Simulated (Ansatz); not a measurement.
Data:

```yaml
crystal:
  lattice:
    - [4.50039, 0.00000, 0.00000]
    - [2.25019, 3.89745, 0.00000]
    - [2.25019, -1.29915, 3.52184]
  atoms:
    - { symbol: Sn, position: [0.00000, 0.00000, 0.00000] }
    - { symbol: Te, position: [0.00000, 0.50000, 0.50000] }
```

No spin polarisation.

Level of theory: plane-wave PAW DFT at the LDA level (Ansatz, a first-principles code, 420 eV), scalar-relativistic without spin-orbit coupling. k-mesh 9×9×9 (Γ-centred); smearing 0.05 eV (Fermi–Dirac).

Problem. Predict the space group and pressure.

Solution. 
- Space group: R-3m (No. 166)
- Pressure (mean of the normal stresses, compression positive): -1.0 GPa

A case with no gap was solved on a k-mesh chosen for an insulator, which is coarse for it. The cells carry an imposed strain or load. Stability against distortions was not tested. The final runs are not spin-polarised. The cell was made from SnTe in the rock salt structure (space group Fm-3m, No. 225) by this change: biaxial strain +2.08 %, plane normal [111], relaxed out of plane.
